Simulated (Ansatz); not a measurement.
**Habitual settings against a tight run: LaGe (Cmcm, 8 atoms in the cell)**

Self-consistent single point.

```
CELL_PARAMETERS angstrom
      2.24205    -6.76209     0.00000
      2.24205     6.76209     0.00000
      0.00000     0.00000     6.61008
ATOMIC_POSITIONS crystal
  La 0.95257 0.04743 0.25000
  La 0.04743 0.95257 0.75000
  La 0.77465 0.22535 0.75000
  La 0.22535 0.77465 0.25000
  Ge 0.59904 0.40096 0.44396
  Ge 0.40096 0.59904 0.55604
  Ge 0.40096 0.59904 0.94396
  Ge 0.59904 0.40096 0.05604
```

Method of the run: PBEsol, PAW files made with PBE (plane waves; Ansatz, a program for electronic structure).

Base settings: basis.ecutwfc = 30.9 Ry; kpoints.mp_grid.grid = 5 5 4; hamiltonian.xc = pbesol; hamiltonian.pseudopotentials = {kind: paw} (the program's default PAW files); scf.occupations.method = cold; scf.occupations.width = 0.0147 Ry.

Tight run (finer mesh or higher cutoff; not a proven limit): basis.ecutwfc: 30.9 Ry → 43.4 Ry; kpoints.mp_grid.grid: 5 5 4 → 7 7 6; scf.convergence.dr2_threshold: default (1e-07 eV) → 1e-09 eV. It gave Fermi level (on the code's own zero) 12.12 eV; pressure 2.35 GPa; largest force (vector length) 0.203 eV/Å.

Quick runs, as changes from the base:
- A: the base itself
- B: basis.ecutwfc: 30.9 Ry → 18.4 Ry; kpoints.mp_grid.grid: 5 5 4 → 1 1 1; scf.occupations.width: 0.0147 Ry → 0.01 Ry; kpoints.mp_grid.shift: default → 0.5 0.5 0.5; scf.convergence.dr2_threshold: default (1e-07 eV) → 0.001 eV
- C: basis.ecutwfc: 30.9 Ry → 15.4 Ry; kpoints.mp_grid.grid: 5 5 4 → 2 2 2; kpoints.mp_grid.shift: default → 0.5 0.5 0.5
- D: basis.ecutwfc: 30.9 Ry → 24.6 Ry; kpoints.mp_grid.grid: 5 5 4 → 6 6 6; scf.occupations.width: 0.0147 Ry → 0.0367 Ry; scf.convergence.dr2_threshold: default (1e-07 eV) → 0.001 eV
- E: basis.ecutwfc: 30.9 Ry → 21.7 Ry; kpoints.mp_grid.grid: 5 5 4 → 4 4 4; scf.occupations.method: cold → gaussian; scf.occupations.width: 0.0147 Ry → 0.0367 Ry
- F: kpoints.mp_grid.grid: 5 5 4 → 4 4 4

Energies are extrapolated to zero smearing width, which holds to low order in the width alone.

The count of work is k-points × plane waves × bands × iterations; it is no time. 

Pressures in the table are Ansatz's without its Pulay estimate, at a fixed set of plane waves; the tight run's value above holds the estimate.

The starting cell comes from a database of computed structures (which also holds hypothetical and non-ambient phases and stackings), without a prior relaxation at this level. Its lattice was rescaled by a random factor within 2.5 % of one.

```tsv
run	energy less tight (meV/atom)	pressure less tight (GPa)	largest miss in a force vector (eV/Å)	count of work / tight
A	0.2	0.00	0.034	0.19
B	744.6	-20.27	1.296	0.0025
C	1804.4	-53.78	0.384	0.0051
D	8.7	-0.45	0.045	0.18
E	56.0	-2.84	0.070	0.091
F	1.9	-0.01	0.045	0.15
```

Among the runs at the tight run's level, the energy misses run from 0.2 to 1804.4 meV/atom.

Keys are those of Ansatz 0.2.
